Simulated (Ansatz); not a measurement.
# A computed series for CdS: response to strain

Consider CdS in the zinc blende structure (space group F-43m, No. 216).

```cif
data_Cd4S4
_chemical_formula_sum 'Cd4 S4'
_space_group_name_H-M_alt 'F-43m'
_space_group_IT_number 216
_space_group_name_Hall 'F -4 2 3'
_cell_length_a 5.87767
_cell_length_b 5.87767
_cell_length_c 5.87767
_cell_angle_alpha 90.000
_cell_angle_beta 90.000
_cell_angle_gamma 90.000
loop_
_atom_site_label
_atom_site_type_symbol
_atom_site_symmetry_multiplicity
_atom_site_Wyckoff_symbol
_atom_site_fract_x
_atom_site_fract_y
_atom_site_fract_z
_atom_site_occupancy
Cd1 Cd 4 a 0.00000 0.00000 0.00000 1
S1 S 4 d 0.75000 0.75000 0.75000 1
```
(The calculation used a cell of 2 atoms; values per cell refer to that cell.)

Strains are applied to the cell and any free atomic positions relax.

All numbers come from r2SCAN (Ansatz, an electronic-structure program), scalar-relativistic without spin-orbit coupling.

```csv
isotropic strain (%),band gap (eV)
0,1.54
0.5,1.51
1,1.47
1.5,?
2,1.40
2.5,1.37
3,1.33
```

Fit E_g = E₀ + Dε (ε in %) to the rows shown and predict the withheld row.

Least squares on the printed values gives E₀ = 1.54 eV, D = -70.0 meV per % of strain (largest residual 0.00 eV); this predicts 1.44 eV, and the run gives 1.44 eV, in agreement.

No phonon test of stability was made.
